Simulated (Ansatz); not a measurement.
We consider MgS (model structure, within 0.1 Å of Fm-3m, No. 225, 6 atoms in the cell), described by PBE in Ansatz (PAW).

Run with plane-wave cutoff 520 eV, 12×12×4 k mesh (along the axes of the cell as run), Fermi–Dirac smearing 0.01 eV, scalar-relativistic PAW data made under PBE.

Cell (relaxed at this level):

```yaml
crystal:
  lattice:
    - [3.69785, 0.00000, 0.00000]
    - [-1.84892, 3.20243, 0.00000]
    - [0.00000, 0.00000, 9.05821]
  atoms:
    - { symbol: Mg, position: [0.33319, 0.33319, 0.00000] }
    - { symbol: Mg, position: [0.66681, 0.00000, 0.33333] }
    - { symbol: Mg, position: [0.00000, 0.66681, 0.66667] }
    - { symbol: S, position: [0.33351, 0.33351, 0.50000] }
    - { symbol: S, position: [0.66649, 0.00000, 0.83333] }
    - { symbol: S, position: [0.00000, 0.66649, 0.16667] }
```

Give the computed band gap and bulk modulus.


- band gap = 2.76 eV (on the SCF k mesh)
- bulk modulus = 74.1 GPa

Note: the bulk modulus is −V dP/dV from two relaxed cells at ±2 % in volume.

Static lattice: no zero-point or thermal effects.

The result took roughly 100 core-seconds.

A model structure was made by putting elements into a prototype or built by hand; here it ended with the formula and space group of a phase in our tables.

Ansatz is a program for electronic structure.
